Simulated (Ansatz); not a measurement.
System: Al-vacancy pair (Al on one host Ru site, one Ru site vacant) in hcp Ru (neutral cell). These are PBE, PAW (plane waves to 420 eV; Ansatz, a quantum-chemistry and plane-wave program) values and carry that method's errors.

Cell of 36 host sites held at the relaxed PBE lattice; a 2×2×2 k-point mesh shifted by half a step along c; Fermi-Dirac width 0.10 eV, spin-restricted; finite-size errors left in. No zero-point or tunnelling terms. Forms of the defect that were not tried may lie lower.

Barriers: single points on a 4×4×4 k-point mesh shifted by half a step along c at the bands' geometries.

The step: the Al atom itself jumps into the vacancy (Al-vacancy distance between ideal sites 2.66 Å throughout); the atom moves 2.51 Å along (-0.64, -0.32, 0.47) of the unit cell; the moving atom starts with neighbours 2 Ru at 2.64, 2 Ru at 2.70, Ru at 2.72, 4 Ru at 2.74, 2 Ru at 2.78 Å and ends with 2 Ru at 2.64, 2 Ru at 2.70, Ru at 2.72, 4 Ru at 2.74, 2 Ru at 2.78 Å.

Problem. Predict the migration barrier of this step from PBE, PAW.

Solution. 0.79 eV, the same both ways. At the saddle the moving atom has neighbours 4 Ru at 2.46, 4 Ru at 3.03 Å. The saddle point's order was not checked, and it lies on a symmetry element of the cell, where a band can be held.
